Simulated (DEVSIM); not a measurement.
Device: abrupt CdTe p-n junction, at 300 K.

| layer (left to right) | material | thickness (μm) | Nd (cm⁻³) | Na (cm⁻³) | τn (s) | τp (s) |
|---|---|---|---|---|---|---|
| 1 | CdTe | 12.0 | - | 1.6e16 | 2.8e-8 | 2.8e-8 |
| 2 | CdTe | 1.60 | 4.9e14 | - | 2.8e-8 | 2.8e-8 |

Left contact: ohmic. Right contact: ohmic. Voltage is applied to the left contact. Recombination: SRH at mid-gap, radiative. Mobility is μmin + (μ − μmin)/(1 + (N/Nref)^α).

The device is made up for the run: typed textbook-type constants, with dimensions and the other settings drawn at random. Values at 300 K.

| parameter | CdTe |
|---|---|
| gap (eV) | 1.5 |
| affinity (eV) | 4.28 |
| permittivity | 10.2 |
| Nc (cm⁻³) | 8e17 |
| Nv (cm⁻³) | 1.8e19 |
| μn (cm²/Vs) | 1000 |
| μp (cm²/Vs) | 80 |
| μn,min | 100 |
| μp,min | 10 |
| Nref,n | 1e17 |
| Nref,p | 1e17 |
| αn | 0.6 |
| αp | 0.6 |
| B (cm³/s) | 1e-10 |

Model (solved in DEVSIM): 1D drift-diffusion, Boltzmann statistics, complete ionisation; no tunnelling, impact ionisation, image-force lowering or self-heating.

**Question.** Tabulate band edges, carrier densities and field at zero bias.

**Answer.** Energies count from the Fermi level of the right contact; mesh points crowd at the junctions.

| x (μm) | Ec (eV) | Ev (eV) | n (cm⁻³) | p (cm⁻³) | field (V/cm) |
|---|---|---|---|---|---|
| 0.000 | 1.318 | -0.182 | < 1e2 | 1.6e16 | ≈ 0 |
| 0.03024 | 1.318 | -0.182 | < 1e2 | 1.6e16 | ≈ 0 |
| 0.09356 | 1.318 | -0.182 | < 1e2 | 1.6e16 | ≈ 0 |
| 0.2412 | 1.318 | -0.182 | < 1e2 | 1.6e16 | ≈ 0 |
| 0.7394 | 1.318 | -0.182 | < 1e2 | 1.6e16 | ≈ 0 |
| 1.629 | 1.318 | -0.182 | < 1e2 | 1.6e16 | ≈ 0 |
| 3.703 | 1.318 | -0.182 | < 1e2 | 1.6e16 | ≈ 0 |
| 8.614 | 1.318 | -0.182 | < 1e2 | 1.6e16 | ≈ 0 |
| 10.51 | 1.318 | -0.182 | < 1e2 | 1.6e16 | ≈ 0 |
| 11.33 | 1.318 | -0.182 | < 1e2 | 1.6e16 | ≈ 0 |
| 11.71 | 1.318 | -0.182 | < 1e2 | 1.6e16 | ≈ 0 |
| 11.92 | 1.313 | -0.187 | < 1e2 | 1.3e16 | -1700 |
| 11.97 | 1.288 | -0.212 | < 1e2 | 5.0e15 | -8400 |
| 12.00 | 1.257 | -0.243 | < 1e2 | 1.5e15 | -14000 |
| 12.05 | 1.192 | -0.308 | < 1e2 | 1.2e14 | -13000 |
| 12.14 | 1.077 | -0.423 | < 1e2 | 1.4e12 | -12000 |
| 12.33 | 0.864 | -0.636 | 2400 | 3.8e8 | -11000 |
| 12.75 | 0.491 | -1.009 | 4.6e9 | 200 | -7000 |
| 13.31 | 0.236 | -1.264 | 8.7e13 | < 1e2 | -2300 |
| 13.47 | 0.206 | -1.294 | 2.8e14 | < 1e2 | -1300 |
| 13.56 | 0.196 | -1.304 | 4.1e14 | < 1e2 | -1100 |
| 13.60 | 0.191 | -1.309 | 4.9e14 | < 1e2 | -1100 |
